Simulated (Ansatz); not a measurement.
For PtSb (model structure, started from the CoSn type, P6/mmm, No. 191, 6 atoms in the cell), PBE (Ansatz, a quantum-chemistry and plane-wave program, plane waves, PAW) gives:

| Property | Value |
|---|---|
| lattice constant a | 5.901 Å |
| lattice parameter c | 4.450 Å |

Task: What does r²SCAN+rVV10 (PAW; Ansatz) give for the same quantities?

Result: 
- lattice constant a: 5.927 Å (increases by 0.4 %)
- lattice parameter c: 4.250 Å (drops by 4.5 %)

Changes are worked out from the printed values.

Unless a cell is named, each level is at its own relaxed cell (PBE 22.37, r²SCAN+rVV10 21.55 Å³/atom).

Levels without +SOC leave out spin–orbit coupling, which shifts energies and cells of such heavy elements.

The crystal itself was run without spin with PBE, r²SCAN+rVV10; a magnetic state was not tried in these runs.

Ansatz's density-functional and Hartree–Fock values are scalar-relativistic unless marked +SOC, with PAW data made under PBE.

A model structure was made by putting elements into a prototype or built by hand; it is no filed structure, need not be a known phase, and can be a saddle point held by its symmetry.
